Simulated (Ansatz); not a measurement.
Data:

```yaml
crystal:
  lattice:
    - [5.94333, 0.00000, 0.00000]
    - [0.00000, 5.94333, 0.00000]
    - [0.00000, 0.00000, 5.73252]
  atoms:
    - { symbol: Cs, position: [0.00000, 0.00000, 0.00000] }
    - { symbol: Pb, position: [0.50000, 0.50000, 0.50000] }
    - { symbol: Br, position: [0.50000, 0.00000, 0.50000] }
    - { symbol: Br, position: [0.00000, 0.50000, 0.50000] }
    - { symbol: Br, position: [0.50000, 0.50000, 0.00000] }
```

No spin polarisation.

Calculations: Ansatz (a program for electronic structure) LDA, spin-orbit coupling left out. Γ-centred 6×6×6 mesh, Fermi–Dirac width 0.05 eV.

**Question.** Predict the gap character, pressure and hole mass.

**Answer.** The gap character is direct at A. The pressure (mean of the normal stresses, compression positive) is -1.11 GPa and the hole mass is 0.11 mₑ out of plane, 0.14 mₑ in plane (at R).

With Pb present, leaving out spin-orbit coupling can change the band edges. The cells carry an imposed strain or load. Masses are band curvatures over ±0.01 Å⁻¹ around the edge. Stability against distortions was not tested. The cell was made from CsPbBr3 in the cubic perovskite structure (space group Pm-3m, No. 221) by this change: biaxial strain +3.00 %, plane normal [001], relaxed out of plane. Many cubic perovskites are stable only at high temperature; tilts and polar distortions were not tested. This is not the structure that CsPbBr3 has at room temperature and ambient pressure.
